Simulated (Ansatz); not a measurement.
Ansatz (a quantum-chemistry and plane-wave program) run on CaBi3 (Pm-3m, 4 atoms in the cell): relaxation of cell and atoms.

Method of the run: PBEsol, PAW files made with PBE (plane waves; Ansatz).

```xyz
4
Lattice="4.8587 0.0000 0.0000 0.0000 4.8587 0.0000 0.0000 0.0000 4.8587" Properties=species:S:1:pos:R:3 pbc="T T T"
Ca     2.4293     2.4293     2.4293
Bi     2.4293     0.0000     0.0000
Bi     0.0000     2.4293     0.0000
Bi     0.0000     0.0000     2.4293
```

Reference input (self-consistent single point, DFT, PBEsol, plane waves, PAW files made with PBE): kpoints.mp_grid.grid = 9 9 9; hamiltonian.xc = pbesol; hamiltonian.pseudopotentials = {kind: paw} (an earlier, softer set of the program's PAW files); scf.occupations.method = fermi_dirac; scf.occupations.width = 0.1 eV. This run's input differs from it in these lines:

```diff
@@ -17,2 +17,4 @@
   occupations: { method: fermi_dirac, width: 0.1 }
+relax:
+  cell: {}
 output:
```

Output, abridged:

```
   [... SCF lines of the steps left out ...]
relax step   1: F+E_penalty+E_count = -38528.90298088 eV  Δ(F+E_penalty+E_count) = +0.000e0 eV  max|allowed force component| = 1.901e-29 eV/Å  Δτ_max = 0.0000 Å  P = +1.936 GPa  Ω = 114.699 Å³  (8 SCF iters, dr2 threshold 1.00e-7 eV, accepted)
relax step   2: F+E_penalty+E_count = -38528.92250786 eV  Δ(F+E_penalty+E_count) = -1.953e-2 eV  max|allowed force component| = 3.340e-29 eV/Å  Δτ_max = 0.0000 Å  P = -0.737 GPa  Ω = 120.602 Å³  energy of the carried Pulay correction = -3.703e-4 eV  [...]
relax step   3: F+E_penalty+E_count = -38528.92677103 eV  Δ(F+E_penalty+E_count) = -4.263e-3 eV  max|allowed force component| = 1.375e-29 eV/Å  Δτ_max = 0.0000 Å  P = -0.045 GPa  Ω = 118.915 Å³  energy of the carried Pulay correction = -2.664e-4 eV  [...]
relax step   4: F+E_penalty+E_count = -38528.92703826 eV  Δ(F+E_penalty+E_count) = -2.672e-4 eV  max|allowed force component| = 1.395e-29 eV/Å  Δτ_max = 0.0000 Å  P = -0.044 GPa  Ω = 118.915 Å³  stress off target by 4.43e-2 GPa  SCF on the basis [...]
basis re-selected at this cell: Δ(F+E_penalty+E_count) = -2.672e-4 eV, ΔP = +0.000 GPa vs the last step
the relaxation is at rest under the 48 symmetry operations that the run kept from its start: a minimum is not shown …
Free energy (F): -38528.927038 eV
Internal energy: -38528.862972 eV  (E = F + TS)
E sigma→0 (E₀):  -38528.895005 eV
Entropy (-TS):   -0.064066 eV (-16.016 meV/atom)
Fermi energy:    11.109115 eV
--- Forces (eV/Å), atoms counted from 1 ---
  atom   1  Ca    -0.00000000    -0.00000000    -0.00000000
   [... zero for the other atoms too ...]
   [... lines left out ...]
  cell:  # Å, volume = 118.9152 Å³
   [... lines left out ...]
    - [-2.407412430484045e-34, 4.917516234631203, 0.0]
    - [4.493836536903551e-34, 0.0, 4.917516234631203]
  atoms:
    - { symbol: Ca, position: [0.5, 0.5, 0.5] }
    - { symbol: Bi, position: [0.5, -3.251621592184147e-36, -8.258086583313664e-37] }
    - { symbol: Bi, position: [6.684584539940581e-47, 0.5, 1.6516173166660837e-36] }
    - { symbol: Bi, position: [7.884655894771977e-47, 1.4967781932381325e-36, 0.5] }
```

The run converged. 

Summary of the result:
| Property | Value |
|---|---|
| Free energy E − TS (on the zero of these files) | -38528.9270 eV |
| Fermi level (on the code's own zero) | 11.11 eV |
| Pressure | -0.04 GPa |
| Final cell | a = b = c = 4.9175 Å, α = β = γ = 90.00° |
| Final volume per atom | 29.73 Å³ |
| Relaxation steps | 4 |

The starting cell comes from a database of computed structures (which also holds hypothetical and non-ambient phases and stackings), without a prior relaxation at this level. Its lattice was rescaled by a random factor within 2.5 % of one. The relaxation keeps the symmetry of its start, so its end need not be a minimum. Ansatz's pressure includes its estimate of the finite-basis (Pulay) stress.

Cost on one core of a shared machine: roughly 30 s.

Keys are those of Ansatz 0.2.
